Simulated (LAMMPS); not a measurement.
Liquid films of Cu at 1830 K.

Potentials compared:
- EAM-type AlCu.adp: classical MD, pair style adp, file AlCu.adp (LAMMPS); Apostol and Mishin, Phys Rev B 83, 054116 (2011)
- EAM-type AlCu.eam.alloy: classical MD, pair style eam/alloy, file AlCu.eam.alloy (LAMMPS); Cai and Ye, Phys Rev B, 54, 8398-8410 (1996)
- EAM-type CuNi.eam.alloy: classical MD, pair style eam/alloy, file CuNi.eam.alloy (LAMMPS); Onat and Durukanoglu, J Phys Cond Matt, 26, 035404 (2014)
- EAM-type CuZr_mm.eam.fs: classical MD, pair style eam/fs, file CuZr_mm.eam.fs (LAMMPS)
- EAM-type Cu_mishin1.eam.alloy: classical MD, pair style eam/alloy, file Cu_mishin1.eam.alloy (LAMMPS); Mishin, Phys Rev B, 63, 224106 (2001)
- EAM-type Cu_zhou.eam.alloy: classical MD, pair style eam/alloy, file Cu_zhou.eam.alloy (LAMMPS); Zhou et al, Acta Mater, 49, 4005 (2001)
- EAM-type smf7: classical MD, pair style eam, the elements' _smf7.eam files (smf7) (LAMMPS); Foiles, Phys Rev B 32, 7685 (1985)
- EAM-type universal-3 set of Foiles, Baskes and Daw: classical MD, pair style eam, the elements' _u3.eam files (universal-3 set of Foiles, Baskes and Daw) (LAMMPS); Foiles et al, Phys Rev B, 33, 7983 (1986)
- MEAM AlSiMgCuFe.meam: classical MD, pair style meam, file AlSiMgCuFe.meam (LAMMPS); Jelinek, Groh, Horstemeyer, Houze, Kim, Wagner, Moitra and Baskes, Phys Rev B, 85, 245102 (2012)
- MEAM library.meam-Cu: classical MD, pair style meam, file library.meam (library.meam-Cu) (LAMMPS); Baskes, Phys Rev B, 46, 2727-2742 (1992)

| potential | surface tension | excess energy | rough cost (ms per atom and simulated ps) |
|---|---|---|---|
| EAM-type AlCu.adp | 0.78 ± 0.02 N/m | 1.2 J/m² | 3 to 10 |
| EAM-type AlCu.eam.alloy | 0.57 ± 0.01 N/m | 1.1 J/m² | 1 to 3 |
| EAM-type CuNi.eam.alloy | 1.51 ± 0.03 N/m | 1.8 J/m² | 1 to 3 |
| EAM-type CuZr_mm.eam.fs | 0.49 ± 0.02 N/m | 0.82 J/m² | 1 to 3 |
| EAM-type Cu_mishin1.eam.alloy | 0.83 ± 0.02 N/m | 1.2 J/m² | 0.3 to 1 |
| EAM-type Cu_zhou.eam.alloy | 1.00 ± 0.02 N/m | 1.3 J/m² | 3 to 10 |
| EAM-type smf7 | 0.70 ± 0.01 N/m | 1.0 J/m² | 0.3 to 1 |
| EAM-type universal-3 set of Foiles, Baskes and Daw | 0.71 ± 0.03 N/m | 1.1 J/m² | 0.3 to 1 |
| MEAM AlSiMgCuFe.meam | 0.69 ± 0.02 N/m | 1.3 J/m² | 3 to 10 |
| MEAM library.meam-Cu | 0.49 ± 0.03 N/m | 1.1 J/m² | 3 to 10 |

Costs are rough: whole-run CPU time with set-up and analysis, from shared machines, in bands a factor of about three wide.

Caution: the potential MEAM library.meam-Cu is a first-neighbour MEAM set with a 4 Å cutoff, used here without a parameter file and away from the static properties it was fitted to.

Errors shown are sampling errors alone.
